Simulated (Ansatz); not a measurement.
**MoS2: axis ratio against pressure**

MoS2 (2H layered, P6_3/mmc, 17.307 Å³/atom at rest, c along z) under hydrostatic pressure, with the cell free. PBE-D3(BJ) in Ansatz, a plane-wave DFT program (PAW, default set), 420 eV, 12×12×3 Γ-centred mesh, Fermi-Dirac smearing 0.05 eV; ions are relaxed within the symmetry of each cell.

Here P stands for pressure and y for c/a.

| pressure (GPa) | c/a |
|---|---|
| -1.0 | 3.897 |
| 0.0 | 3.839 |
| 0.3 | 3.826 |
| 0.7 | 3.810 |
| 1.5 | 3.784 |
| 3.0 | ? |

Fit y against P with a straight line, and predict the withheld value at P = 3.0.

Means: P 0.30000, y 3.8312. About the means, the sum of products is -0.15300 and the sum of squares of P is 3.3800; the slope is their ratio. Least squares gives y = 3.8448 - 0.04527·P. Residuals (row less fit): 0.0069, -0.0058, -0.0052, -0.0031, 0.0071; standard error 0.0075 (degrees of freedom: 3). At the withheld row, y = 3.8448 - 0.04527 × 3.0 = 3.7090. The calculation gives 3.748, 0.0390 above the prediction (26.2 % of the range of y in the table). The row lies outside the fitted rows, so this is an extrapolation. From the scatter of the fitted rows alone, a prediction at this place has a standard error of 0.0138, so the miss is 2.8 times that.

One order more doesn't follow all runs of the series either: the slope changes along it. Other structures, which can take over under pressure, weren't tried. Rows are the converged runs of the series near zero and its far end; series whose fitted rows scatter by over a few per cent of the range, as at a crossing or softening among them, aren't shown in this form. Most that stay on the fit to the last digits aren't either.
